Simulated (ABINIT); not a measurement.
Worked example: self-consistent single point of PbO2 (P4_2/mnm, 6 atoms in the cell) in ABINIT.

Computed with PBE, PAW (JTH v2.0 PBE PAW) (plane waves; ABINIT 10.0.3).

The change in words: lattice scaled by 0.98. Reference geometry:
```yaml
crystal:
  lattice:
    - [4.88807, 0.00000, 0.00000]
    - [0.00000, 4.88807, 0.00000]
    - [0.00000, 0.00000, 3.33605]
  atoms:
    - { symbol: Pb, position: [0.00000, 0.00000, 0.00000] }
    - { symbol: Pb, position: [0.50000, 0.50000, 0.50000] }
    - { symbol: O, position: [0.30743, 0.30743, 0.00000] }
    - { symbol: O, position: [0.69257, 0.69257, 0.00000] }
    - { symbol: O, position: [0.19257, 0.80743, 0.50000] }
    - { symbol: O, position: [0.80743, 0.19257, 0.50000] }
```

Reference input (self-consistent single point, DFT, PBE, plane waves, PAW (JTH v2.0 PBE PAW)): pseudos = [Pb.GGA_PBE-JTH.xml, O.GGA_PBE-JTH.xml]; ecut = 24 Ha; pawecutdg = 48 Ha; pawxcdev = 0; occopt = 7; tsmear = 0.00499791 Ha; ngkpt = 6 6 8; nshiftk = 1; shiftk = 0 0 0; potentials = JTH v2.0 PBE PAW; nband = 34; kptopt = 1. This run's input differs from it in these lines:

```diff
@@ -5,5 +5,5 @@
 rprim
-         4.8880680000    0.0000000000    0.0000000000
-         0.0000000000    4.8880680000    0.0000000000
-         0.0000000000    0.0000000000    3.3360470000
+         4.7903070000    0.0000000000    0.0000000000
+         0.0000000000    4.7903070000    0.0000000000
+         0.0000000000    0.0000000000    3.2693260000
 natom 6
```

The program printed (abridged):

```
--- !BeginCycle
solver: {iscf: 17, nstep: 60, nline: 4, wfoptalg: 10, }
tolerances: {tolvrs: 1.00E-11, }
...

     iter   Etot(hartree)      deltaE(h)  residm     nres2
 ETOT  1  -177.23979538841    -1.772E+02 2.368E+01 6.967E+01
 ETOT  2  -187.78539903353    -1.055E+01 5.991E-01 4.097E+02
 ETOT  3  -187.09913844696     6.863E-01 2.922E-01 1.911E+02
 ETOT  4  -186.99390069419     1.052E-01 2.481E-01 6.455E+01
 ETOT  5  -187.14078920539    -1.469E-01 2.348E-01 1.360E+02
   [... 28 lines left out ...]
 ETOT 34  -186.82582033375     4.093E-12 2.537E-04 5.195E-11
 ETOT 35  -186.82582033374     1.961E-12 7.877E-05 3.805E-11
 ETOT 36  -186.82582033375    -3.666E-12 2.248E-04 1.259E-11
 ETOT 37  -186.82582033375     1.819E-12 9.079E-05 1.166E-12
 At SCF step   37       nres2   =  1.17E-12 < tolvrs=  1.00E-11 =>converged.

 Cartesian components of stress tensor (hartree/bohr^3)
  sigma(1 1)= -9.87693361E-04  sigma(3 2)=  0.00000000E+00
  sigma(2 2)= -9.87693361E-04  sigma(3 1)=  0.00000000E+00
  sigma(3 3)= -1.31781799E-03  sigma(2 1)=  0.00000000E+00

 ----iterations are completed or convergence reached----

 reduced coordinates (array xred) for    6 atoms
       0.000000000000      0.000000000000      0.000000000000
       0.500000000000      0.500000000000      0.500000000000
       0.307430000000      0.307430000000      0.000000000000
       0.692570000000      0.692570000000      0.000000000000
       0.192570000000      0.807430000000      0.500000000000
       0.807430000000      0.192570000000      0.500000000000
 cartesian forces (eV/Angstrom) at end:
   [... lines left out ...]
 Fermi (or HOMO) energy (hartree) =   0.22402   Average Vxc (hartree)=  -0.38978
 Fermi (or HOMO) energy (eV) =   6.09591   Average Vxc (eV)= -10.60644
   [... lines left out ...]
'-kT*entropy'       : -4.79711144785023E-05
total_energy        : -1.86825820746657E+02
total_energy_eV     : -5.08378912329684E+03
...

-Cartesian components of stress tensor (GPa)         [Pressure=  3.2296E+01 GPa]
- sigma(1 1)= -2.90589370E+01  sigma(3 2)=  0.00000000E+00
- sigma(2 2)= -2.90589370E+01  sigma(3 1)=  0.00000000E+00
- sigma(3 3)= -3.87715372E+01  sigma(2 1)=  0.00000000E+00

 Calculation completed.
```

The run converged in 37 iterations. Against the reference run the free energy rises by 122 meV/atom, the pressure goes from 17.64 to 32.30 GPa and the largest force goes from 0.222 to 0.424 eV/Å.

The starting cell comes from a database of computed structures (which also holds hypothetical and non-ambient phases and stackings), without a prior relaxation at this level. Its lattice was rescaled by a random factor within 2.5 % of one. For this run, on top of that: lattice scaled by 0.98. With a pressure of about 32 GPa the cell is away from its equilibrium volume at this level. The run gives no clean gap (levels at the Fermi energy touch, overlap or are partly filled at this smearing), which alone does not show that the compound is a metal.

Cost on one core of a shared machine: roughly 9 min.
